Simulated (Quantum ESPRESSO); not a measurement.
Worked example: self-consistent single point of CdCo3N (P1, 5 atoms in the cell) in Quantum ESPRESSO.

Method: PBEsol, SSSP 1.1.2 efficiency (PBE) pseudopotentials (plane waves; Quantum ESPRESSO).

The change in words: atoms moved at random. Reference geometry:
```yaml
crystal:
  lattice:
    - [3.85504, 0.00000, 0.00000]
    - [0.00000, 3.85504, 0.00000]
    - [0.00000, 0.00000, 3.85504]
  atoms:
    - { symbol: Cd, position: [0.00000, 0.00000, 0.00000] }
    - { symbol: Co, position: [0.50000, 0.50000, 0.00000], spin: 3.0 }
    - { symbol: Co, position: [0.00000, 0.50000, 0.50000], spin: 3.0 }
    - { symbol: Co, position: [0.50000, 0.00000, 0.50000], spin: 3.0 }
    - { symbol: N, position: [0.50000, 0.50000, 0.50000] }
```
(The spins are starting values, not results.)

Reference input (self-consistent single point, DFT, PBEsol, plane waves, SSSP 1.1.2 efficiency (PBE) pseudopotentials): ecutwfc = 50 Ry; ecutrho = 400 Ry; occupations = smearing; smearing = gauss; degauss = 0.0099958 Ry; nspin = 2; input_dft = pbesol; potentials = {Cd: Cd.pbe-dn-rrkjus_psl.0.3.1.UPF, Co: Co_pbe_v1.2.uspp.F.UPF, N: N.pbe-n-radius_5.UPF}; K_POINTS = automatic 6 6 6 0 0 0; conv_thr = 1e-09 Ry; mixing_beta = 0.3. This run's input differs from it in these lines:

```diff
@@ -30,7 +30,7 @@
 ATOMIC_POSITIONS angstrom
-Cd    0.0000000000    0.0000000000    0.0000000000
-Co    1.9275200000    1.9275200000    0.0000000000
-Co    0.0000000000    1.9275200000    1.9275200000
-Co    1.9275200000    0.0000000000    1.9275200000
-N     1.9275200000    1.9275200000    1.9275200000
+Cd    0.0464108266    0.0272936832    0.0198534560
+Co    1.9209702870    1.8882409974   -0.0541787322
+Co   -0.0552658534    1.8629635002    1.9245092138
+Co    1.9064907568    0.0687931888    1.9574428205
+N     1.9639539830    1.9352686304    1.9349293869
 K_POINTS automatic
```

Log, with long lists cut:

```
     Self-consistent Calculation

     iteration #  1     ecut=    50.00 Ry     beta= 0.30

     total energy              =   -1030.30338066 Ry
     estimated scf accuracy    <      21.69177881 Ry

     total magnetization       =     6.46 Bohr mag/cell
     absolute magnetization    =     6.67 Bohr mag/cell

     iteration #  2     ecut=    50.00 Ry     beta= 0.30

     total energy              =   -1033.99034610 Ry
     estimated scf accuracy    <      16.10085718 Ry

     total magnetization       =     1.57 Bohr mag/cell
     absolute magnetization    =     1.78 Bohr mag/cell

     iteration #  3     ecut=    50.00 Ry     beta= 0.30

   [... lines left out ...]

     total energy              =   -1036.51088046 Ry
     estimated scf accuracy    <          3.3E-09 Ry

     total magnetization       =     3.40 Bohr mag/cell
     absolute magnetization    =     3.79 Bohr mag/cell

     iteration # 22     ecut=    50.00 Ry     beta= 0.30

     Magnetic moment per site  (integrated on atomic sphere of radius R)
     atom   1 (R=0.283)  charge= 10.0003  magn= -0.0415
     atom   2 (R=0.197)  charge= 13.9519  magn=  1.0887
     atom   3 (R=0.197)  charge= 13.9540  magn=  1.0813
     atom   4 (R=0.197)  charge= 13.9518  magn=  1.0943
     atom   5 (R=0.197)  charge=  3.8969  magn=  0.0552
     End of self-consistent calculation

     Number of k-points >= 100: set verbosity='high' to print the bands.

     the Fermi energy is    15.9695 ev

!    total energy              =   -1036.51088046 Ry
     estimated scf accuracy    <          7.1E-10 Ry
     smearing contrib. (-TS)   =      -0.00393565 Ry
     internal energy E=F+TS    =   -1036.50694481 Ry

     total magnetization       =     3.40 Bohr mag/cell
     absolute magnetization    =     3.79 Bohr mag/cell

     convergence has been achieved in  22 iterations

     Forces acting on atoms (cartesian axes, Ry/au):

     atom    1 type  1   force =    -0.01657830   -0.02427181   -0.00139028
     atom    2 type  2   force =     0.00627161    0.01826758    0.02563710
     atom    3 type  2   force =     0.03208292    0.02343385    0.00047945
   [... lines left out ...]

     Total force =     0.078527     Total SCF correction =     0.000058

          total   stress  (Ry/bohr**3)                   (kbar)     P=      -95.76
  -0.00061315   0.00002716  -0.00002087          -90.20        3.99       -3.07
   0.00002716  -0.00066899   0.00003087            3.99      -98.41        4.54
  -0.00002087   0.00003087  -0.00067077           -3.07        4.54      -98.67

   JOB DONE.
```

The run converged in 22 iterations. Against the reference run the free energy goes up by 26.8 meV/atom, the pressure goes from -11.36 to -9.58 GPa, the largest force goes from 0.000 to 1.022 eV/Å and the size of the net moment moves little (0.69 to 0.68 μB/atom).

The starting cell comes from a database of computed structures (which also holds hypothetical and non-ambient phases and stackings), without a prior relaxation at this level. For this run, on top of that: atoms moved at random. The magnetic order is the one reached from the typed start; others were not searched systematically. With a pressure of about -10 GPa the cell is away from its equilibrium volume at this level. Forces in this geometry exceed 1 eV/Å.

Cost on one core of a shared machine: roughly 5 min.
